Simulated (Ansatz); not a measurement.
Sensitivity of a calculation on MgS (P6_3mc, 4 atoms in the cell) to its settings

MgS has the hexagonal space group P6₃mc (No. 186), the wurtzite structure, Pearson symbol hP4. Conventional cell: a = b = 4.0346 Å, c = 6.4323 Å, α = β = 90.00°, γ = 120.00°. Mg on 2b is surrounded by 4 S at 2.447–2.467 Å (tetrahedral). S on 2b is coordinated by 4 Mg at 2.447–2.467 Å (tetrahedral). (Neighbours: up to the widest gap in distance over summed covalent radii, below 1.35, at either atom; cation-cation and far metal-metal contacts left out.)

Base run A: PBE0 (Ansatz, a quantum-chemistry and plane-wave program), self-consistent single point.

Its settings: basis.ecutwfc = 420 eV; kpoints.mp_grid.grid = 5 5 3; hamiltonian.xc = pbe0; hamiltonian.pseudopotentials = {kind: paw}, with the files named one by one; scf.occupations.method = gaussian; scf.occupations.width = 0.01 eV.

The starting cell comes from a database of computed structures (which also holds hypothetical and non-ambient phases and stackings), without a prior relaxation at this level. Ansatz's pressure includes its estimate of the finite-basis (Pulay) stress.

ΔF is the free energy per atom less that of run A. A dash stands where there is no value to compare (another energy zero or no entropy term, no result, no spin, no clean gap, or a mesh too coarse for one). Absolute energies have different zeros for different potentials, functionals, Hubbard and dispersion terms and are not compared across them.

Run A gave: pressure (GPa) -0.02; largest force (eV/Å) 0.051; gap on the mesh (eV) 5.185.

Runs:
- B: hamiltonian.xc: pbe0 → pbesol; hamiltonian.pseudopotentials: {kind: paw}, with the files named one by one → {kind: paw} (the program's default PAW files) [PBEsol]
- C: hamiltonian.xc: pbe0 → hse06 [HSE06]
- D: scf.convergence.dr2_threshold: default (1e-07 eV) → 1e-06 eV
- E: scf.mixing.preconditioner: default (the program chose none) → kerker
- F: scf.mixing.algorithm: default (the program chose MSR1) → broyden

**Question.** What does run B change against A?

**Answer.** The pressure goes from -0.02 to -0.30 GPa, the largest force goes from 0.051 to 0.044 eV/Å and the gap on the mesh goes from 5.185 to 3.267 eV.

**Question.** What does run C change against A?

**Answer.** The pressure moves little (-0.02 to 0.03 GPa), the largest force stays at 0.051 eV/Å and the gap on the mesh goes from 5.185 to 4.500 eV.

```csv
run,ΔF (meV/atom),pressure (GPa),largest force (eV/Å),gap on the mesh (eV)
A,0.00,-0.02,0.051,5.185
B,–,-0.30,0.044,3.267
C,–,0.03,0.051,4.500
D,0.00,-0.02,0.051,5.185
E,0.00,-0.02,0.051,5.185
F,0.00,-0.02,0.051,5.185
```

Keys are those of Ansatz 0.2.
